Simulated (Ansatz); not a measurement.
Given:

End structure of a constructed model of the (111) surface of fcc Ag, a pseudomorphic layer of Au in the host's stacking (bottom of the slab: a bare face, its two planes held):

```
CELL_PARAMETERS angstrom
      2.93338     0.00000     0.00000
     -1.46669     2.54038     0.00000
      0.00000     0.00000    30.50000
ATOMIC_POSITIONS crystal
  Ag 0.33333 0.66667 0.26448
  Ag 0.66667 0.33333 0.34301
  Ag 0.00000 0.00000 0.42142
  Ag 0.33333 0.66667 0.49998
  Ag 0.66667 0.33333 0.57859
  Ag 0.00000 0.00000 0.65653
  Au 0.33333 0.66667 0.73518
```

Model: 7-atom slab, 14.4 Å thick at the start with caps and adatoms, 15x15x1 mesh, Fermi-Dirac 0.1 eV, dipole correction, 2 atoms held, the rest relaxed; held to the start's symmetry, so lower structures may exist; no spin, no spin-orbit, no U. In PBE it is, or lies within 0.01 eV a 1x1 cell of, the lowest of the 2 structures of its composition computed so far; subsurface sites and larger cells were not tried.

Problem. What work function of the top face does PBE (Ansatz, a first-principles code) give?

Solution. 4.94 eV
